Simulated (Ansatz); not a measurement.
The starting structures come from a database of crystals and need not be the phases stable at ambient conditions.

 Where the default PAW files enter, the runs use the earlier of Ansatz's two default sets.

Inside the gap of an insulator the Bloch states are evanescent, with a wavenumber k + iκ along the transport direction.

Consider the following.

```yaml
crystal:
  lattice:
    - [5.96646, 0.00000, 0.00000]
    - [0.00000, 8.43785, 0.00000]
    - [2.98323, 4.21892, 2.98323]
  atoms:
    - { symbol: Ca, position: [0.00000, 0.00000, 0.00000] }
    - { symbol: Sn, position: [0.00000, 0.50000, 0.00000] }
    - { symbol: F, position: [0.00000, 0.26606, 0.00000] }
    - { symbol: F, position: [0.00000, 0.73394, 0.00000] }
    - { symbol: F, position: [0.00000, 0.26606, 0.46788] }
    - { symbol: F, position: [0.00000, 0.73394, 0.53212] }
    - { symbol: F, position: [0.53212, 0.26606, 0.46788] }
    - { symbol: F, position: [0.46788, 0.73394, 0.53212] }
```

Space group of this cell: Fm-3m. The cell is taken as given; by r2SCAN its mean pressure is -0.5 GPa.

Transport runs along the normal of the first two printed cell vectors, the (110) plane of the conventional cell.

The gap is the functional's own, uncorrected, and κ follows it; spin-orbit coupling is left out. Mid-gap values are interpolated between the computed energies.

**Question.** Compute, with r2SCAN (Ansatz, an electronic-structure program), the band gap and the smallest decay constant κ at mid-gap.

**Answer.** Gap 6.61 eV on a 10×10×10 mesh; κ = 0.574 1/Å, at the zone centre.
